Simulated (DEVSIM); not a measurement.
# Ni/SiO2/p-GaAs capacitor

System: Ni/SiO2/p-GaAs capacitor, at 300 K.

```csv
layer (left to right),material,thickness (nm),Na (cm⁻³)
1,SiO2,0.990,-
2,GaAs,410,2.5e18
```

Metal gate on the left, work function 5.1 eV. Fixed charge at the semiconductor interface -1.8e10 cm⁻² (in units of +e); no interface traps.

This is a model device: material constants are rounded textbook-type values typed into the input, and sizes, dopings and lifetimes were drawn at random. Values at 300 K.

```
parameter      SiO2    GaAs
-------------  ----  ------
gap (eV)          9   1.424
affinity (eV)   0.9    4.07
permittivity    3.9    12.9
Nc (cm⁻³)         -  4.7e17
Nv (cm⁻³)         -    9e18
```

Simulated with DEVSIM: 1D Poisson equation in equilibrium, Boltzmann statistics, complete ionisation; no quantum confinement or tunnelling. Metal contacts follow the ideal Schottky-Mott rule: no Fermi-level pinning, no interface dipoles.

| Item | Value |
|---|---|
| Flat-band voltage | -0.36 V |
| Minimum of the low-frequency capacitance | 0.384 μF/cm² |
| Capacitance of the dielectric stack | 3.49 μF/cm² |
